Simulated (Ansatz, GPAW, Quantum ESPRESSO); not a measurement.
**CdPd3 (I4/mmm, 4 atoms in the cell) computed with different codes at matched settings**

Self-consistent single point.

```
CELL_PARAMETERS angstrom
     -1.95519     1.95519     3.88156
      1.95519    -1.95519     3.88156
      1.95519     1.95519    -3.88156
ATOMIC_POSITIONS crystal
  Cd 0.00000 0.00000 0.00000
  Pd 0.75000 0.25000 0.50000
  Pd 0.25000 0.75000 0.50000
  Pd 0.50000 0.50000 0.00000
```

Shared settings, as Ansatz (a first-principles code) writes them: kpoints.mp_grid.grid = 3 3 3; scf.occupations.method = fermi_dirac; scf.occupations.width = 0.1 eV. Potentials and cutoffs stand in the table.

```tsv
code	model	pressure (GPa)	cutoff
Ansatz	PBEsol, PAW files made with PBE	6.66	420 eV
GPAW	PBEsol, GPAW PAW datasets PBEsol (made by gpaw-setup)	6.75	550 eV
Quantum ESPRESSO	PBEsol, GBRV 1.5 ultrasoft (PBESOL) pseudopotentials	7.50	40 Ry
```

On Ansatz's run: spin polarisation is off.

The spread over the programs that give each value: pressure within 0.84 GPa.

Ansatz's pressure is given at a fixed set of plane waves, as the other plane-wave codes print theirs; with its correction for the finite basis it is 6.70 GPa.

On the base mesh (8 8 8) the same programs gave: Ansatz pressure 7.71 GPa; Quantum ESPRESSO pressure 8.55 GPa; GPAW pressure 7.76 GPa.

The values differ from the base mesh's, so the mesh still matters here: the table compares the programs at equal settings.

The starting cell comes from a database of computed structures (which also holds hypothetical and non-ambient phases and stackings), without a prior relaxation at this level. Its lattice was rescaled by a random factor within 2.5 % of one.

Left out of this page: CP2K (on another mesh); FLEUR (with a known weakness of the program); SIESTA (unsound by tests on forces, stress, charge or solver warnings).

Keys are those of Ansatz 0.2.
